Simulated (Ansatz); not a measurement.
The starting structures come from a database of crystals and need not be the phases stable at ambient conditions.

 Where the default PAW files enter, the runs use the earlier of Ansatz's two default sets.

## Evanescent states of Cs₂GeF₆ (Fm-3m, not sure to be the ambient phase, 9 atoms a cell, 19.8 Å³ an atom) along the normal of (110)

Calculation: PBEsol (plane waves, PAW; Ansatz, a program for electronic structure).

The gap is the functional's own. No spin-orbit coupling. Mid-gap values are interpolated on the energy grid.

Energies count from the valence-band top; κ is the least over a 6×4 mesh across the current.

```csv
E (eV),κ (1/Å),where
0.14,0.344,Γ
0.43,0.392,Γ
0.72,0.426,Γ
1.01,0.451,Γ
1.30,0.470,Γ
1.59,0.485,Γ
1.89,0.495,Γ
2.17,0.501,Γ
2.46,0.505,Γ
2.75,0.506,Γ
3.04,0.503,Γ
3.33,0.498,Γ
3.62,0.491,Γ
3.92,0.480,Γ
4.21,0.465,Γ
4.50,0.447,Γ
4.79,0.424,Γ
5.08,0.396,Γ
5.37,0.361,Γ
5.66,0.316,Γ
5.95,0.255,Γ
6.24,0.157,Γ
```

Question: How thick must the barrier be to attenuate the transmission by 10^8 when the electrodes' Fermi level lies at 1.59 eV, and what attenuation does that film give at 3.04 eV?

Answer: d = 8 ln 10 / (2 × 0.485) = 19.0 Å. At 3.04 eV it gives 8 × 0.503/0.485 = 8.3 decades.
